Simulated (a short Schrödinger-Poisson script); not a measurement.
# MOS inversion layer, Si3N4 on p-type Ge(100)

System: MOS inversion layer, Si3N4 on p-type Ge(100), at 300 K.

```csv
layer,material,thickness (nm),Na (cm⁻³)
1,Si3N4,4.3,-
2,Ge,1500,7.9e16
```

Constants are typed, rounded textbook-type inputs, not results; the design itself was drawn at random and stands for no fabricated device. Si3N4: permittivity 7.5, conduction-band edge (eV) 1.9, gap (eV) 5.1, electron mass (mₑ) 0.5. Ge: permittivity 16, conduction-band edge (eV) 0, gap (eV) 0.664, Nv at 300 K (cm⁻³) 6e18.

Channel valleys (confinement mass, in-plane density-of-states mass, number): L4 0.12, 0.295, 4. At the gate the conduction-band edge of layer 1 lies 1.96 eV − eVg above the Fermi level of the channel; the field vanishes at the back. Gaps are held at their typed values at every temperature. Mesh 0.03 nm at interfaces.

Solved with a short Schrödinger-Poisson script written for these runs: 1D Poisson equation in equilibrium, electrons quantum, Hartree (BenDaniel-Duke, 12 states a valley, the channel's in-plane mass for all, wave functions ending at the dielectric), parabolic valleys, classical holes, full ionisation, no traps, pinning or gate leakage.

| Vg (V) | electrons (cm⁻²) | C (μF/cm²) | L4 E0 (meV) | L4 E1 (meV) |
|---|---|---|---|---|
| -0.3 | 1.49e6 | 0.229 | 445.5 | 474.0 |
| -0.2 | 1.27e7 | 0.182 | 367.7 | 403.7 |
| -0.1 | 2.64e8 | 0.157 | 285.5 | 327.0 |
| 0 | 6.47e9 | 0.167 | 201.5 | 247.4 |
| 0.1 | 1.08e11 | 0.457 | 127.7 | 178.0 |
| 0.2 | 4.88e11 | 0.814 | 87.6 | 142.8 |
| 0.3 | 1.04e12 | 0.966 | 67.0 | 127.2 |
| 0.4 | 1.66e12 | 1.04 | 53.7 | 118.6 |
| 0.5 | 2.33e12 | 1.09 | 44.0 | 113.2 |
| 0.6 | 3.02e12 | 1.13 | 36.3 | 109.5 |
| 0.7 | 3.73e12 | 1.15 | 29.9 | 106.8 |
| 0.8 | 4.45e12 | 1.17 | 24.4 | 104.7 |
| 0.9 | 5.19e12 | 1.19 | 19.5 | 103.2 |
| 1 | 5.94e12 | 1.20 | 15.1 | 101.9 |
| 1.1 | 6.69e12 | 1.21 | 11.1 | 100.9 |
| 1.2 | 7.45e12 | 1.23 | 7.4 | 100.1 |
| 1.3 | 8.22e12 | 1.23 | 3.9 | 99.4 |
| 1.4 | 8.99e12 | 1.24 | 0.7 | 98.8 |
| 1.5 | 9.77e12 | 1.25 | -2.4 | 98.4 |
| 1.6 | 1.06e13 | 1.26 | -5.3 | 98.0 |

Gate voltages with under 1e6 electrons/cm² are left out.

Subbands count from the Fermi level.

Only the L valleys are kept; under strong confinement the Δ valleys of Ge fill too.
